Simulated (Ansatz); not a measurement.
BN under load (space group P6_3mc), PBE, rigid bands (Ansatz, a first-principles code). Condition of this run: uniaxial stress along c of 9 GPa (compression positive) (the target of the relaxation). Band gap 5.22 eV, N_c = 1.35e19 cm⁻³ and N_v = 4.96e19 cm⁻³ at 300 K, conductivity masses along y (a = (2.54, 0.00, 0.00) Å; b = (-1.27, 2.20, 0.00) Å; c = (0.00, 0.00, 4.17) Å) of 0.516 mₑ (electrons) and 0.853 mₑ (holes). Take k_BT = 0.02585 eV.

Question: What thermal injection velocity √(2k_BT/πm) limits a ballistic channel along the direction named?

Answer: 7.49e6 cm/s for electrons and 5.83e6 cm/s for holes, a ratio of √(m_h/m_e) = 1.29, for dilute carriers.

Question: A film of it is 2 nm thick, with its normal along the direction named. Estimate the confinement energies in an infinite well.

Answer: ħ²π²/(2m t²) = 0.376 eV·nm²/(m/mₑ × t²) gives 182 meV for electrons and 110 meV for holes, so the gap would widen to about 5.51 eV. Finite barriers and nonparabolic bands lower this, and with several valleys or bands the heaviest mass along the normal sets the lowest level, not this average.

Question: Find the intrinsic carrier density and the intrinsic Fermi level.

Answer: n_i = √(N_c N_v) exp(−E_g/2k_BT) = 2.59e19 × exp(−100.96) = 3.7e-25 cm⁻³. The level lies (k_BT/2) ln(N_v/N_c) = 17 meV from mid-gap (positive towards the conduction band). Each 0.1 eV added to the gap lowers n_i by a factor of 6.9.

Rigid bands with the computed gap; masses take one relaxation time for all states. Spin-orbit coupling is left out. Geometry: cell and atoms relaxed with PBEsol.
